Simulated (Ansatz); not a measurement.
Candidates (primitive cells; geometry: cell and atoms relaxed with PBEsol):
A. MgO (Fm-3m), a = b = c = 2.980 Å, α = β = γ = 60.00°
B. MgSe (Fm-3m), a = 3.853 Å, b = 3.853 Å, c = 3.853 Å, α = 60.00°, β = 60.00°, γ = 60.00°
C. Mg2Si (Fm-3m), a = b = c = 4.472 Å, α = β = γ = 60.00°
D. MgS (Fm-3m), a = b = c = 3.6640 Å, α = β = γ = 60.00°

**Question.** Rank these by band gap (lowest first), as Ansatz (a quantum-chemistry and plane-wave program) with HSE06, rigid bands gives it.

**Answer.** C (0.56 eV), B (2.68 eV), D (3.83 eV), A (6.47 eV)

Spin-orbit coupling is left out.
